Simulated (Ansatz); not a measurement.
System: BSiCN (model structure, started from the AlSiCN type, P3m1, No. 156, 4 atoms in the cell). Method: LDA in Ansatz (PAW).

Run with plane-wave cutoff 520 eV, 12×12×8 k mesh (along the axes of the cell as run), Fermi–Dirac smearing 0.01 eV, scalar-relativistic PAW data made under PBE.

Cell (relaxed at this level):

```yaml
crystal:
  lattice:
    - [2.84135, 0.00000, 0.00000]
    - [-1.42068, 2.46069, 0.00000]
    - [0.00000, 0.00000, 4.60456]
  atoms:
    - { symbol: B, position: [0.33333, 0.66667, 0.49158] }
    - { symbol: Si, position: [0.66667, 0.33333, 0.00171] }
    - { symbol: C, position: [0.33333, 0.66667, 0.14585] }
    - { symbol: N, position: [0.66667, 0.33333, 0.61085] }
```

Question: Estimate the band gap and smallest direct gap on the k points sampled that the calculation returns.

Answer: 
band gap: 2.37 eV (indirect)
smallest direct gap on the k points sampled: 4.01 eV

Note: the relaxation could raise the start's symmetry but not lower it, so the cell can be a saddle point.

Static lattice: no zero-point or thermal effects.

A model structure was made by putting elements into a prototype or built by hand; it is no filed structure, need not be a known phase, and can be a saddle point held by its symmetry.

Ansatz is a program for electronic structure.
